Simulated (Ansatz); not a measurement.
The starting structures come from a database of crystals and need not be the phases stable at ambient conditions.

By PBEsol, the system below comes out a metal.

Crystal: Ti2SnC (P6_3/mmc, not sure to be the ambient phase, 8 atoms a cell, 14.9 Å³ an atom, -4 GPa at this level); planes in its conventional cell.

Method: PBEsol (plane waves, PAW; Ansatz, a program for electronic structure).

Ballistic conductance counts the channels of both spins, as a mean over 0.1 eV about the Fermi level; spin-orbit coupling is left out.

```
plane  area (Å²)  G/A (10¹⁵ S/m²)
-----  ---------  ---------------
(001)        8.7             0.33
(100)       43.4       (withheld)
```

**Question.** What belongs in the gaps?

**Answer.** 
- (100), G/A (10¹⁵ S/m²): 0.62
